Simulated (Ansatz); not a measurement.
B20 (FeSi-type) CoSi was calculated with RPBE (Ansatz, a first-principles code, PAW).

Numerical settings: plane-wave cutoff 520 eV, 12×12×12 k mesh, Fermi–Dirac smearing 0.05 eV, no spin polarisation, scalar-relativistic PAW data made under PBE.

A third-order Birch–Murnaghan fit to the energies gives V0 = 11.076 Å³/atom, B0 = 207 GPa, B′ = 5.0.

```json
[
 {"V (Å³/atom)": "10.632", "P (GPa)": "___"},
 {"V (Å³/atom)": "10.854", "P (GPa)": "___"},
 {"V (Å³/atom)": "11.075", "P (GPa)": "0.01"},
 {"V (Å³/atom)": "11.297", "P (GPa)": "___"},
 {"V (Å³/atom)": "11.518", "P (GPa)": "___"}
]
```

**Question.** Estimate the withheld pressures from this fit; the answers are the runs' own values.

**Answer.** 
- 10.632, P (GPa): 9.36
- 10.854, P (GPa): 4.41
- 11.297, P (GPa): -3.90
- 11.518, P (GPa): -7.35

The formula P = (3/2) B0 (x^(7/3) − x^(5/3)) [1 + (3/4)(B′ − 4)(x^(2/3) − 1)] with x = V0/V meets the computed pressures within 0.03 GPa when these rounded values are put in.

Shape and atoms are relaxed at each volume.

Measured, for comparison: bulk modulus 207 GPa (temperature not stated, no zero-point or thermal correction; as tabulated in Electronic Structure of B20 (FeSi-Type) Transition-Metal Monosilicides …); equilibrium volume per atom 10.97 Å³/atom (temperature not stated, no zero-point or thermal correction; as tabulated in Wikipedia's data pages). Computed (rounded) less measured: bulk modulus 0.0 %, equilibrium volume per atom +1.0 %.

Note: the bulk modulus comes from volumes at which shape and atoms were relaxed.

Computed values are for the static lattice.

Cost on a shared machine: very roughly 19 core-minutes.
